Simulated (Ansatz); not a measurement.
Consider AlN in the wurtzite structure (space group P6_3mc, No. 186).

```xyz
4
Lattice="3.1067 0.0000 0.0000 -1.5534 2.6905 0.0000 0.0000 0.0000 4.9785" Properties=species:S:1:pos:R:3 pbc="T T T"
Al     0.0000     1.7937     4.9615
Al     1.5534     0.8968     2.4723
N      0.0000     1.7937     1.8829
N      1.5534     0.8968     4.3721
```

Cartesian axes are those of the cell as printed.

Computed with r2SCAN/PAW in Ansatz (an electronic-structure program), scalar-relativistic without spin-orbit coupling.

Base values:

| Item | Result |
|---|---|
| Pressure | 0.01 GPa |
| Gap character | direct at Γ |

One thing is altered: strain tensor (xx, yy, zz, yz, xz, xy) = (−0.13, −1.53, +0.93, −0.17, +0.49, +1.88) %; the atoms relax in the strained cell.

Task: What happens to the energy relative to the base, pressure and gap character?

Result: The energy goes up by 10 meV/atom; the pressure (mean of the normal stresses, compression positive) rises by 1.81 GPa, from 0.01 GPa to 1.82 GPa; the gap character stays direct at Γ.

Whether these cells are dynamically stable was not tested. Labels are those of the standard path for the cell's own space group.
